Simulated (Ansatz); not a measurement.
# CdS: pressure series

The reference is CdS in the zinc blende structure (space group F-43m, No. 216; a = 5.8777 Å).

Cell and atoms are relaxed at each pressure.

Method: r2SCAN (Ansatz, a first-principles code; PAW; 500 eV plane waves; spin-orbit coupling left out).

Candidates:
(a) pressure 50 GPa
(b) pressure 75 GPa
(c) pressure −1 GPa
(d) pressure 15 GPa
(e) pressure 30 GPa

Base values:

The band gap comes out as 1.54 eV.

Task: Order them by band gap, highest first.

Result: (b) pressure 75 GPa (2.29 eV), (a) pressure 50 GPa (2.21 eV), (e) pressure 30 GPa (2.08 eV), (d) pressure 15 GPa (1.90 eV), (c) pressure −1 GPa (1.50 eV)

Load acts through the strain it causes; cell and atoms are relaxed under it. Stability against distortions was not tested. Tetrahedral semiconductors of this kind turn to denser phases somewhere between about 1 and 50 GPa; those were not computed, so compressed cells here can lie past the real transition.
